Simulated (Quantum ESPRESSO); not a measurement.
# Variants of one calculation on Zr2CuSb3 (P-4m2, 6 atoms in the cell)

```yaml
crystal:
  lattice:
    - [3.94040, 0.00000, 0.00000]
    - [0.00000, 3.94040, 0.00000]
    - [0.00000, 0.00000, 8.69710]
  atoms:
    - { symbol: Cu, position: [0.00000, 0.00000, 0.00000] }
    - { symbol: Zr, position: [0.00000, 0.50000, 0.73650] }
    - { symbol: Zr, position: [0.50000, 0.00000, 0.26350] }
    - { symbol: Sb, position: [0.50000, 0.50000, 0.00000] }
    - { symbol: Sb, position: [0.00000, 0.50000, 0.38350] }
    - { symbol: Sb, position: [0.50000, 0.00000, 0.61650] }
```

Base run A: LDA (PZ), PSlibrary ultrasoft (LDA) pseudopotentials (Quantum ESPRESSO), self-consistent single point.

Its settings: ecutwfc = 55 Ry; ecutrho = 330 Ry; occupations = smearing; smearing = marzari-vanderbilt; degauss = 0.0073499 Ry; K_POINTS = automatic 7 7 3 0 0 0; conv_thr = 1e-10 Ry; mixing_beta = 0.7.

The starting cell comes from a database of published, mostly measured structures (it also holds non-ambient and calculated ones), without a prior relaxation at this level. Spin polarisation is off. In the base run, with a pressure of about -7 GPa the cell is away from its equilibrium volume at this level.

ΔF is the free energy per atom less that of run A. A dash stands where there is no value to compare (another energy zero or no entropy term, no result, no spin, no clean gap, or a mesh too coarse for one). Total energies depend on the potentials, the functional and any Hubbard or dispersion term, so they are compared only between runs that share all of them.

Run A gave: pressure (GPa) -7.04; largest force (eV/Å) 0.273; k-points 20.

Runs:
- B: parallel starting moments (1 0 0 0 0 0 μB); nspin: default → 2
- C: lattice scaled by 1.015
- D: K_POINTS: automatic 7 7 3 0 0 0 → automatic 4 4 2 1 1 1
- E: K_POINTS: automatic 7 7 3 0 0 0 → automatic 2 2 1 0 0 0
- F: nbnd: default → 29
- G: nosym: default → true
- H: occupations: smearing → tetrahedra_opt; smearing: marzari-vanderbilt → default; degauss: 0.0073499 Ry → default
- I: pseudopotentials: {Cu: Cu.pz-dn-rrkjus_psl.1.0.0.UPF, Zr: Zr.pz-spn-rrkjus_psl.1.0.0.UPF, Sb: Sb.pz-n-rrkjus_psl.1.0.0.UPF} → {Cu: Cu.pz-dn-kjpaw_psl.1.0.0.UPF, Zr: Zr.pz-spn-kjpaw_psl.1.0.0.UPF, Sb: Sb.pz-n-kjpaw_psl.1.0.0.UPF}
- J: diago_david_ndim: default → 3

Problem. What does run C change against A?

Solution. The free energy goes up by 54.9 meV/atom, the pressure goes from -7.04 to -10.21 GPa and the largest force goes from 0.273 to 0.287 eV/Å.

| run | ΔF (meV/atom) | pressure (GPa) | largest force (eV/Å) | k-points |
|---|---|---|---|---|
| A | 0.00 | -7.04 | 0.273 | 20 |
| B | 0.00 | -7.04 | 0.273 | 20 |
| C | 54.9 | -10.21 | 0.287 | 20 |
| D | 7.8 | -6.73 | 0.472 | 3 |
| E | 53.9 | -8.08 | 0.431 | 3 |
| F | 0.00 | -7.04 | 0.273 | 20 |
| G | 0.00 | -7.04 | 0.273 | 74 |
| H | 4.7 | -7.05 | 0.285 | 20 |
| I | – | -7.13 | 0.273 | 20 |
| J | 0.00 | -7.04 | 0.273 | 20 |
